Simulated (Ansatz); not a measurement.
Data:

```xyz
2
Lattice="3.4959 0.0000 0.0000 0.0000 4.9439 0.0000 1.7479 2.4720 1.8436" Properties=species:S:1:pos:R:3 pbc="T T T"
N      1.7479     1.2601     0.0000
Lu     0.0000    -0.0241     0.0000
```

No spin polarisation.

The values are results of Ansatz (a quantum-chemistry and plane-wave program) PBEsol, no spin-orbit coupling, not measurements. Γ-centred 11×11×11 mesh, Fermi–Dirac width 0.05 eV.

Estimate the space group.

Imm2 (No. 44).

What is the computed band gap?

2.11 eV.

The cells carry an imposed strain or load. Stability against distortions was not tested. The cell was made from LuN in the zinc blende structure (space group F-43m, No. 216; a hypothetical phase, not in the database extracts checked) by this change: biaxial strain −2.53 %, plane normal [110], relaxed out of plane.
